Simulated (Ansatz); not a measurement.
## Carrier properties of BeS under load (space group R3m)

Data:

```
CELL_PARAMETERS angstrom
     -0.01923     2.40399     2.40399
      2.40399    -0.01923     2.40399
      2.40399     2.40399    -0.01923
ATOMIC_POSITIONS crystal
  Be 0.00049 0.00049 0.00049
  S  0.74951 0.74951 0.74951
```

Method: PBEsol with spin-orbit coupling, rigid bands (plane waves, PAW; Ansatz, a first-principles code). Condition of this run: uniaxial stress along [111] of 2 GPa (compression positive) (the target of the relaxation). Geometry: cell and atoms relaxed with PBEsol, then loaded as said.

- band gap = 2.81 eV
- electron conductivity mass (300 K, dilute) = 0.37 mₑ
- hole conductivity mass (300 K, dilute) = 0.63 mₑ
- effective density of states N_c (300 K) = 2.0e19 cm⁻³
- effective density of states N_v (300 K) = 1.9e19 cm⁻³
- density-of-states mass, electrons = 0.85 mₑ
- density-of-states mass, holes = 0.84 mₑ
- Seebeck coefficient, n-type 1e19 cm⁻³, 300 K = -275 μV/K
- best n-type power factor at 300 K for τ = 10 fs (best axis; densities from 1e16 to 1e21 cm⁻³ tried, whether or not they can be reached) = 8.5 μW/(cm·K²) at 1e20 cm⁻³
- Seebeck coefficient, p-type 1e19 cm⁻³, 300 K = 322 μV/K

Rigid bands; masses and Seebeck coefficients take one relaxation time τ for all states and one kind of carrier; polarons and phonon drag are left out.
